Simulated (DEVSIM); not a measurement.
Device: double heterostructure, GaAs between p- and n-type Al0.25Ga0.75As, at 350 K.

Layer 1 from the left is Al0.25Ga0.75As, thickness (μm) 0.730, Nd (cm⁻³) 2e17, τn (s) 3.9e-10, τp (s) 3.9e-10. Layer 2 from the left is GaAs, thickness (μm) 0.370, Na (cm⁻³) 8.1e15, τn (s) 3.9e-10, τp (s) 3.9e-10. Layer 3 from the left is Al0.25Ga0.75As, thickness (μm) 0.410, Na (cm⁻³) 1.3e17, τn (s) 1.2e-10, τp (s) 3.9e-10.

Left contact: ohmic. Right contact: ohmic. Voltage is applied to the left contact. Recombination: SRH at mid-gap, radiative. Mobility is μmin + (μ − μmin)/(1 + (N/Nref)^α).

The device is made up for the run: typed textbook-type constants, with dimensions and the other settings drawn at random. Values at 300 K; Nc and Nv go as T^1.5, mobilities as T to minus their exponent, the gap by Varshni's rule with the affinity fixed.

Al0.25Ga0.75As: gap (eV) 1.7357, affinity (eV) 3.8725, permittivity 12.19, Nc (cm⁻³) 6.5e17, Nv (cm⁻³) 9e18, μn (cm²/Vs) 4375, μp (cm²/Vs) 221, μn,min 500, μp,min 20, Nref,n 6e16, Nref,p 1.5e17, αn 0.39, αp 0.38, T exponent of μn 2.1, T exponent of μp 2.2, B (cm³/s) 2e-10, Varshni α (eV/K) 0.000541, Varshni β (K) 204. GaAs: gap (eV) 1.424, affinity (eV) 4.07, permittivity 12.9, Nc (cm⁻³) 4.7e17, Nv (cm⁻³) 9e18, μn (cm²/Vs) 8500, μp (cm²/Vs) 400, μn,min 500, μp,min 20, Nref,n 6e16, Nref,p 1.5e17, αn 0.39, αp 0.38, T exponent of μn 2.1, T exponent of μp 2.2, B (cm³/s) 2e-10, Varshni α (eV/K) 0.000541, Varshni β (K) 204.

DEVSIM, 1D drift-diffusion, Boltzmann statistics, complete ionisation; no tunnelling, impact ionisation, image-force lowering or self-heating. Band offsets follow the typed affinities; no thermionic-emission limit at abrupt steps, no polarisation charge.

Problem. What does the simulation give for the dark forward voltage at 1 A/cm², the dark forward voltage at 100 A/cm²?

Solution. dark forward voltage at 1 A/cm² 0.884 V; dark forward voltage at 100 A/cm² 1.096 V.
